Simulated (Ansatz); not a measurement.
# L1₂ (Cu3Au-type) Pt3Ti

Level of theory: r²SCAN in Ansatz (plane waves, PAW).

Run with plane-wave cutoff 600 eV, 16×16×16 k mesh, Fermi–Dirac smearing 0.034 eV (set by the program), no spin polarisation, scalar-relativistic PAW data made under PBE.

Cell (relaxed at this level):

```yaml
crystal:
  lattice:
    - [3.92101, 0.00000, 0.00000]
    - [0.00000, 3.92101, 0.00000]
    - [0.00000, 0.00000, 3.92101]
  atoms:
    - { symbol: Ti, position: [0.00000, 0.00000, 0.00000] }
    - { symbol: Pt, position: [0.00000, 0.50000, 0.50000] }
    - { symbol: Pt, position: [0.50000, 0.00000, 0.50000] }
    - { symbol: Pt, position: [0.50000, 0.50000, 0.00000] }
```

```json
{
  "elastic constant C11": "375 GPa",
  "elastic constant C12": "199 GPa",
  "elastic constant C44": "147 GPa",
  "Voigt–Reuss–Hill bulk modulus": "258 GPa",
  "Voigt–Reuss–Hill shear modulus (Hill average)": "120 GPa",
  "young_modulus": "311 GPa",
  "poisson_ratio": "0.299"
}
```

Elastic constants are with the ions relaxed.

Spin–orbit coupling is not included.

Computed values are for the static lattice.

Ansatz is an electronic-structure program.
